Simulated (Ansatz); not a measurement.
Consider a periodic stack without vacuum, rock-salt TiN (1 1 0) on monoclinic HfO2 (0 1 0) (film strained to the substrate, faces as cut): substrate slab Hf20O44, film N24Ti24, surface cells [[0, -1], [2, -1]] and [[1, 1], [0, 4]], film strained by +2.8 and +3.8 %, faces O/O and NTi/NTi as cut (like faces can put a slab off its formula). Its start:

```yaml
crystal:
  lattice:
    - [5.35245, 0.00000, -0.06441]
    - [7.08497, 10.17663, -0.07068]
    - [3.04060, 1.30510, 23.59011]
  atoms:
    - { symbol: Hf, position: [0.25133, 0.35451, 0.09391] }
    - { symbol: Hf, position: [0.79003, 0.84554, 0.09646] }
    - { symbol: Hf, position: [0.08166, 0.13871, 0.08154] }
    - { symbol: Hf, position: [0.56520, 0.64557, 0.08689] }
    - { symbol: Hf, position: [0.53569, 0.11776, 0.20774] }
    - { symbol: Hf, position: [0.03131, 0.61968, 0.20935] }
    - { symbol: Hf, position: [0.71234, 0.35084, 0.18953] }
    - { symbol: Hf, position: [0.22222, 0.85239, 0.19036] }
    - { symbol: O, position: [0.27182, 0.46019, 0.15358] }
    - { symbol: O, position: [0.77722, 0.95690, 0.15907] }
    - { symbol: O, position: [0.97604, 0.01499, 0.23791] }
    - { symbol: O, position: [0.47113, 0.50951, 0.23890] }
    - { symbol: O, position: [0.59510, 0.00922, 0.04147] }
    - { symbol: O, position: [0.95310, 0.52116, 0.03285] }
    - { symbol: O, position: [0.79644, 0.45819, 0.12955] }
    - { symbol: O, position: [0.28769, 0.95802, 0.12363] }
    - { symbol: O, position: [0.68032, 0.22537, 0.03888] }
    - { symbol: O, position: [0.18045, 0.73031, 0.05022] }
    - { symbol: O, position: [0.70810, 0.21643, 0.14319] }
    - { symbol: O, position: [0.20875, 0.71292, 0.15288] }
    - { symbol: O, position: [0.21489, 0.21030, 0.14139] }
    - { symbol: O, position: [0.70129, 0.71506, 0.14703] }
    - { symbol: O, position: [0.06421, 0.29435, 0.03862] }
    - { symbol: O, position: [0.64260, 0.77509, 0.03838] }
    - { symbol: Hf, position: [0.17487, 0.33082, 0.31687] }
    - { symbol: Hf, position: [0.67778, 0.83253, 0.31794] }
    - { symbol: Hf, position: [0.99561, 0.11083, 0.30001] }
    - { symbol: Hf, position: [0.49089, 0.61088, 0.29947] }
    - { symbol: Hf, position: [0.45833, 0.09096, 0.42900] }
    - { symbol: Hf, position: [0.95107, 0.59105, 0.42582] }
    - { symbol: Hf, position: [0.63890, 0.32219, 0.40809] }
    - { symbol: Hf, position: [0.13519, 0.82449, 0.40870] }
    - { symbol: O, position: [0.19457, 0.42710, 0.37904] }
    - { symbol: O, position: [0.69759, 0.93380, 0.37895] }
    - { symbol: O, position: [0.89755, 0.98334, 0.46475] }
    - { symbol: O, position: [0.39661, 0.48391, 0.45705] }
    - { symbol: O, position: [0.46543, 0.00971, 0.27011] }
    - { symbol: O, position: [0.96168, 0.50662, 0.26927] }
    - { symbol: O, position: [0.70525, 0.43233, 0.34691] }
    - { symbol: O, position: [0.20706, 0.93630, 0.34837] }
    - { symbol: O, position: [0.55067, 0.25348, 0.25478] }
    - { symbol: O, position: [0.05220, 0.75386, 0.25710] }
    - { symbol: O, position: [0.61915, 0.18767, 0.36263] }
    - { symbol: O, position: [0.11766, 0.68870, 0.36115] }
    - { symbol: O, position: [0.11346, 0.18933, 0.36703] }
    - { symbol: O, position: [0.61134, 0.68989, 0.36544] }
    - { symbol: O, position: [0.05693, 0.25200, 0.25024] }
    - { symbol: O, position: [0.55617, 0.75358, 0.25328] }
    - { symbol: Hf, position: [0.09245, 0.30837, 0.53665] }
    - { symbol: Hf, position: [0.59901, 0.78948, 0.53150] }
    - { symbol: Hf, position: [0.91809, 0.09541, 0.52238] }
    - { symbol: Hf, position: [0.38287, 0.58972, 0.51891] }
    - { symbol: O, position: [0.37326, 0.98143, 0.48883] }
    - { symbol: O, position: [0.88382, 0.48755, 0.49280] }
    - { symbol: O, position: [0.60566, 0.42963, 0.57468] }
    - { symbol: O, position: [0.26341, 0.91876, 0.59144] }
    - { symbol: O, position: [0.47163, 0.22562, 0.47440] }
    - { symbol: O, position: [0.95507, 0.73325, 0.46514] }
    - { symbol: O, position: [0.49558, 0.22395, 0.57821] }
    - { symbol: O, position: [0.99059, 0.66638, 0.56568] }
    - { symbol: O, position: [0.12064, 0.14914, 0.57567] }
    - { symbol: O, position: [0.45239, 0.67978, 0.58475] }
    - { symbol: O, position: [0.96199, 0.23424, 0.47461] }
    - { symbol: O, position: [0.46306, 0.72672, 0.47215] }
    - { symbol: N, position: [0.92800, 0.37713, 0.66173] }
    - { symbol: N, position: [0.99170, 0.61117, 0.67062] }
    - { symbol: N, position: [0.82174, 0.89209, 0.65844] }
    - { symbol: N, position: [0.86200, 0.13261, 0.66982] }
    - { symbol: N, position: [0.35174, 0.12727, 0.71064] }
    - { symbol: N, position: [0.39557, 0.37331, 0.71048] }
    - { symbol: N, position: [0.40542, 0.62556, 0.70913] }
    - { symbol: N, position: [0.33042, 0.87884, 0.70956] }
    - { symbol: N, position: [0.83186, 0.11859, 0.78144] }
    - { symbol: N, position: [0.84321, 0.37143, 0.78059] }
    - { symbol: N, position: [0.83346, 0.62165, 0.78151] }
    - { symbol: N, position: [0.82695, 0.86651, 0.77968] }
    - { symbol: N, position: [0.31050, 0.86121, 0.83567] }
    - { symbol: N, position: [0.31377, 0.11134, 0.83441] }
    - { symbol: N, position: [0.31990, 0.36594, 0.83402] }
    - { symbol: N, position: [0.31806, 0.61414, 0.83555] }
    - { symbol: N, position: [0.77260, 0.85500, 0.90684] }
    - { symbol: N, position: [0.78362, 0.10380, 0.90415] }
    - { symbol: N, position: [0.80898, 0.35510, 0.90644] }
    - { symbol: N, position: [0.79381, 0.59952, 0.90807] }
    - { symbol: N, position: [0.23329, 0.60917, 0.95213] }
    - { symbol: N, position: [0.22494, 0.86177, 0.95179] }
    - { symbol: N, position: [0.25413, 0.10115, 0.95259] }
    - { symbol: N, position: [0.32320, 0.34085, 0.94685] }
    - { symbol: Ti, position: [0.86902, 0.25547, 0.71654] }
    - { symbol: Ti, position: [0.88385, 0.50249, 0.71445] }
    - { symbol: Ti, position: [0.80808, 0.76017, 0.71480] }
    - { symbol: Ti, position: [0.82897, 0.00114, 0.71765] }
    - { symbol: Ti, position: [0.40122, 0.25330, 0.65738] }
    - { symbol: Ti, position: [0.43792, 0.50242, 0.65039] }
    - { symbol: Ti, position: [0.25569, 0.78668, 0.64925] }
    - { symbol: Ti, position: [0.29447, 0.02711, 0.64704] }
    - { symbol: Ti, position: [0.81046, 0.98424, 0.83945] }
    - { symbol: Ti, position: [0.81463, 0.23882, 0.83809] }
    - { symbol: Ti, position: [0.82323, 0.48899, 0.84145] }
    - { symbol: Ti, position: [0.81017, 0.73675, 0.84036] }
    - { symbol: Ti, position: [0.32054, 0.99517, 0.77565] }
    - { symbol: Ti, position: [0.34131, 0.24588, 0.77737] }
    - { symbol: Ti, position: [0.34076, 0.49961, 0.77446] }
    - { symbol: Ti, position: [0.33164, 0.74414, 0.77586] }
    - { symbol: Ti, position: [0.79681, 0.71261, 0.96442] }
    - { symbol: Ti, position: [0.74701, 0.97635, 0.96323] }
    - { symbol: Ti, position: [0.78429, 0.22107, 0.95880] }
    - { symbol: Ti, position: [0.92005, 0.42993, 0.97301] }
    - { symbol: Ti, position: [0.29454, 0.73006, 0.90396] }
    - { symbol: Ti, position: [0.28228, 0.97828, 0.90077] }
    - { symbol: Ti, position: [0.30214, 0.22376, 0.89718] }
    - { symbol: Ti, position: [0.31429, 0.48442, 0.89862] }
```

The start was prepared with a machine-learned potential, and the result is one local minimum, with the in-plane cell held and forces under 0.04 eV/Å; the film can end far from its bulk form.

Calculation: PBE (plane waves to 420 eV, PAW; Ansatz, a first-principles code). Scalar-relativistic, without spin–orbit coupling; the runs are not spin-polarised; PBE gaps are too small against experiment. Its k-point mesh 6×3×1, Fermi–Dirac width 0.05 eV.

Q: Predict the relaxed interface.

A: 
* **interface area**: 54.5 Å²
* **period**: 23.76 Å
* **gaps between the outermost planes at the two interfaces**: 0.70 and 0.93 Å
* **Hf–Ti contacts across the interfaces within 1.22 times the sum of covalent radii**: 23, mean 3.64 Å
* **O–Ti contacts across the interfaces within 1.22 times the sum of covalent radii**: 17, mean 2.07 Å
* **Hf–N contacts across the interfaces within 1.22 times the sum of covalent radii**: 2, mean 2.33 Å
